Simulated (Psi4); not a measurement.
Psi4 1.11, unrestricted TPSS/def2-svp: Mn(Br)(k2OAc) (CC1[O][Mn]([Br])<-[O]=1), charge 0, multiplicity 6, 9 atoms. The geometry is a generated start, not checked to be a minimum at this level.

```json
{
 "task": "energy",
 "method": "tpss",
 "basis": "def2-svp",
 "memory": "3 GB",
 "maxiter": "100",
 "keys_of_the_molecule_block": "symmetry c1",
 "scf_type": "df (default)",
 "e_convergence": "1e-06 (default)",
 "d_convergence": "1e-06 (default)",
 "dft_radial_points": "75 (default)",
 "dft_spherical_points": "302 (default)",
 "basis_functions": "134",
 "grid_points": "193875"
}
```

```xyz
9

Mn    -0.3874     1.7698    -1.1987
Br    -0.6237     3.1836    -2.8731
C      0.2124    -1.1414     1.0862
C      0.0495    -0.1354    -0.0149
O     -1.0500    -0.0488    -0.6322
O      1.0234     0.5899    -0.3604
H      0.9927    -0.8327     1.7763
H     -0.7308    -1.3067     1.6004
H      0.5139    -2.0784     0.6165
```

Charge 0 and multiplicity 6 are set for this test and not shown to be the ground state.

With the defaults (guess = auto, which took SAD, scf_initial_accelerator = adiis, diis = true, damping_percentage = 0, diis_max_vecs = 10, level_shift = 0, level_shift_cutoff = 0.01) it converges in 27 SCF iterations. One run each on 2 threads, with these changes:
- scf_initial_accelerator = none, diis = false, damping_percentage = 60
- diis_max_vecs = 20
- damping_percentage = 60
- level_shift = 0.5, level_shift_cutoff = 0.001
- diis_max_vecs = 6
- guess = gwh
- scf_initial_accelerator = none
- scf_initial_accelerator = ediis
- guess = huckel

### Question
Name the settings that don't reach the solution of the defaults.

### Answer
No convergence: guess = gwh; guess = huckel; scf_initial_accelerator = ediis; scf_initial_accelerator = none, diis = false, damping_percentage = 60 (the run ends without SCF convergence in 100 iterations). The rest reach the solution of the defaults.

```json
[
 {"setting": "scf_initial_accelerator = none", "SCF iterations": "17", "end": "same solution"},
 {"setting": "level_shift = 0.5, level_shift_cutoff = 0.001", "SCF iterations": "23", "end": "same solution"},
 {"setting": "the defaults", "SCF iterations": "27", "end": "same solution"},
 {"setting": "diis_max_vecs = 20", "SCF iterations": "41", "end": "same solution"},
 {"setting": "diis_max_vecs = 6", "SCF iterations": "41", "end": "same solution"},
 {"setting": "damping_percentage = 60", "SCF iterations": "92", "end": "same solution"},
 {"setting": "guess = gwh", "SCF iterations": "100", "end": "no convergence"},
 {"setting": "guess = huckel", "SCF iterations": "100", "end": "no convergence"},
 {"setting": "scf_initial_accelerator = ediis", "SCF iterations": "100", "end": "no convergence"},
 {"setting": "scf_initial_accelerator = none, diis = false, damping_percentage = 60", "SCF iterations": "100", "end": "no convergence"}
]
```
